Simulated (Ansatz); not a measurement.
The parent structure is InSb in the zinc blende structure (space group F-43m, No. 216; a = 6.519 Å).

Level of theory: Ansatz (a quantum-chemistry and plane-wave program), PBEsol, PAW, cutoff 420 eV, no spin-orbit coupling.

For the base:

* **Band gap**: zero
* **Gap character**: absent

One thing is altered: cell and atoms relaxed at a pressure of 22.5 GPa.

How does this affect the band gap, hole mass and gap character?

The band gap changes from zero to 0.66 eV; the hole mass (degenerate bands, along [100]) comes out as 0.064, 0.20, 0.20 mₑ (at Γ); the gap character changes from absent to indirect, Γ → a point along ⟨100⟩, about 0.9 Å⁻¹ from Γ.

Spin-orbit coupling, missing from the scalar runs, can matter with Sb. Load acts through the strain it causes; cell and atoms are relaxed under it. Masses are band curvatures over ±0.01 Å⁻¹ around the edge. Stability against distortions was not tested. Tetrahedral semiconductors of this kind turn to denser phases somewhere between about 1 and 50 GPa; those were not computed, so compressed cells here can lie past the real transition. The final runs are not spin-polarised. The zero or small gap of InSb can change with the level of theory.
